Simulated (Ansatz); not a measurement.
**Input and output of a self-consistent single point for PdAu3 (I4/mmm, 4 atoms in the cell) (Ansatz, a first-principles code)**

Method: LDA (PW92), default PAW files made with PBE (plane waves; Ansatz).

The input file:

Ansatz 0.2 input:
```yaml
crystal:
  lattice:
    - [-2.06286300, 2.06286300, 4.02266300]
    - [2.06286300, -2.06286300, 4.02266300]
    - [2.06286300, 2.06286300, -4.02266300]
  atoms:
    - { symbol: Pd, position: [0.00000000, 0.00000000, 0.00000000] }
    - { symbol: Au, position: [0.75000000, 0.25000000, 0.50000000] }
    - { symbol: Au, position: [0.25000000, 0.75000000, 0.50000000] }
    - { symbol: Au, position: [0.50000000, 0.50000000, 0.00000000] }
basis:
  ecutwfc: 420.0
kpoints:
  mp_grid: { grid: [11, 11, 11] }
hamiltonian:
  xc: lda
  pseudopotentials: { kind: paw }
scf:
  occupations: { method: fermi_dirac, width: 0.1 }
output:
  forces: true
  eigenvalues: true
  stress: true
```

Output, abridged:

```
WARN ansatz: RAYON_NUM_THREADS=1 ignored (pool sized by the plan → 1); use --threads N
Pseudopotentials: kind: paw
Pseudopotential: Pd, paw, valence charge 18
Pseudopotential: Au, paw, valence charge 19
Crystal: 4 atoms, lattice volume = 68.472 Å³
Basis set: ecut = 420 eV, 1329 PW (Γ)
Bands: 45, of which v1, the nominal top of the filled ones, is band 38 counted from 1 (37 counted from 0)
Symmetry: 16 space group operations
Space group: I4/mmm (ITA 139), of the structure as read, at distance tolerance 4.1e-5 Å
k-points: 126 of 1331
PAW frozen core: Pd, regenerated for the run's functional, and the local potential with it
PAW frozen core: Au, regenerated for the run's functional, and the local potential with it
Initial density: superposition of atomic densities (neutral atoms: chi_scale 0, normalization atom), corrected by the library's trained network
Initial wavefunctions: pseudopotential atomic-orbital guess
Eigensolver: davidson
Functional: x = slater, c = lda
SCF iter   1: F=—  HF=-45439.609370 eV  |F-HF|=—  |Δ(HF+E_count)|=         —  Δρ=1.15e-2  dr2=8.42e-2  ethr=1.77e-3  ⟨swp⟩=5.8  Hψ=20115  notcnv=0  defer=66
all-band conjugate gradients solve this SCF's bands
preconditioner: auto → Kerker (q_TF=auto, 2.770 Å⁻¹)
SCF iter   2: F=—  HF=-45439.596903 eV  |F-HF|=—  |Δ(HF+E_count)|=   1.25e-2  Δρ=5.11e-3  dr2=1.53e-2  ethr=1.12e-4  ⟨swp⟩=1.1  Hψ=6755  notcnv=0  defer=78
SCF iter   3: F=—  HF=-45439.593329 eV  |F-HF|=—  |Δ(HF+E_count)|=   3.57e-3  Δρ=7.44e-4  dr2=3.07e-4  ethr=2.04e-5  ⟨swp⟩=2.2  Hψ=7768  notcnv=0  defer=78
SCF iter   4: F=—  HF=-45439.593272 eV  |F-HF|=—  |Δ(HF+E_count)|=   5.69e-5  Δρ=1.35e-4  dr2=9.19e-6  ethr=4.09e-7  ⟨swp⟩=2.3  Hψ=9039  notcnv=0  defer=78
SCF iter   5: F=—  HF=-45439.593276 eV  |F-HF|=—  |Δ(HF+E_count)|=   3.99e-6  Δρ=3.11e-5  dr2=1.20e-6  ethr=1.23e-8  ⟨swp⟩=1.6  Hψ=6831  notcnv=0  defer=78
SCF iter   6: F=-45439.593276 eV  HF=-45439.593276 eV  |F-HF|=3.56e-8  |Δ(HF+E_count)|=   1.67e-7  Δρ=8.68e-6  dr2=5.74e-8  ethr=1.33e-10  ⟨swp⟩=7.6  Hψ=24390  notcnv=0
SCF 1 converged in 6 iterations: F = -45439.593276 eV  dr2 = 5.74e-8
SCF converged after 6 iterations
Free energy (F): -45439.593276 eV
Harris-Foulkes:  -45439.593276 eV  (|F-HF|=3.56e-8)
Internal energy: -45439.545778 eV  (E = F + TS)
E sigma→0 (E₀):  -45439.569527 eV
Entropy (-TS):   -0.047497 eV (-11.874 meV/atom)
Fermi energy:    18.837149 eV
--- Per-component energies (eV) ---
  E_band       = -849.150303
  E_kinetic    = 2324.971030
  E_local      = -7116.795096  (includes V_loc(G=0)·N_el)
  E_nonlocal   = 467.866173
  E_hartree    = 2970.969873
  E_xc         = -845.761928
  E_vxc        = -1033.701011  (∫ρ·V_xc dr)
  E_paw        = -31893.332078  (= ΣΔE_a)
  E_vpaw       = -1433.447960  (= ΣTr[D̂ρ^β])
  E_aug_tail   = 0.004148  (compensation charges beyond the density's cutoff)
  E_ewald      = -11349.716788
  E_core_change = 2.248887  (= ΣΔE_core)
  E_smearing   = -0.047497  (= −TS)
  E_closure    = -0.000000  (closes the sum)
  Σ components = -45439.593276   (vs F -45439.593276, Δ=0.00e0)
--- Forces (eV/Å), atoms counted from 1 ---
  atom   1  Pd     0.00000000     0.00000000     0.00000000
   [... zero for the other atoms too ...]
  max |Σ_I F_I| component: 1.30e-18 eV/Å
--- Stress (GPa, compression-positive) ---
      -12.086131       0.000000      -0.000000
        0.000000     -12.086131      -0.000000
        0.000000       0.000000     -12.146714
  P = ⅓ Tr σ = -12.1063 GPa (-121.063 kbar)
  The stress holds the Pulay correction. Without it, at fixed plane waves, as pw.x and ABINIT print it: P = -12.1421 GPa
--- Band table (eV; the first three rows and the last of 126) ---
  k-point 0: bands = ["-86.4143", "-86.3948", "-86.3900", "-64.6685", "-37.8097", "-37.7575", "-37.7575", "-37.7309", "-37.7309", "-37.6977", "-37.6577", "-37.6498", "-37.6498", "-30.4762", "-30.4762", "-30.4595", "9.9472", "12.6424", "12.8745", [...]
  k-point 1: bands = ["-86.4142", "-86.3947", "-86.3903", "-64.6685", "-37.8104", "-37.7556", "-37.7496", "-37.7369", "-37.7315", "-37.6926", "-37.6589", "-37.6574", "-37.6491", "-30.4765", "-30.4762", "-30.4595", "10.1303", "12.7486", "12.9789", [...]
  k-point 2: bands = ["-86.4137", "-86.3944", "-86.3910", "-64.6685", "-37.8129", "-37.7494", "-37.7487", "-37.7340", "-37.7283", "-37.6830", "-37.6767", "-37.6627", "-37.6473", "-30.4771", "-30.4763", "-30.4595", "10.6549", "12.9847", "13.3215", [...]
  k-point 125: bands = ["-86.4125", "-86.3965", "-86.3901", "-64.6685", "-37.7860", "-37.7855", "-37.7552", "-37.7178", "-37.6967", "-37.6854", "-37.6831", "-37.6669", "-37.6651", "-30.4761", "-30.4760", "-30.4607", "12.0490", "12.4341", "12.7724", [...]
```

The run converged in 6 iterations.

The starting cell comes from a database of computed structures (which also holds hypothetical and non-ambient phases and stackings), without a prior relaxation at this level. Its lattice was rescaled by up to half a per cent. Spin-orbit coupling is off. Spin polarisation is off. With a pressure of about -12 GPa the cell is away from its equilibrium volume at this level. Ansatz's pressure includes its estimate of the finite-basis (Pulay) stress.
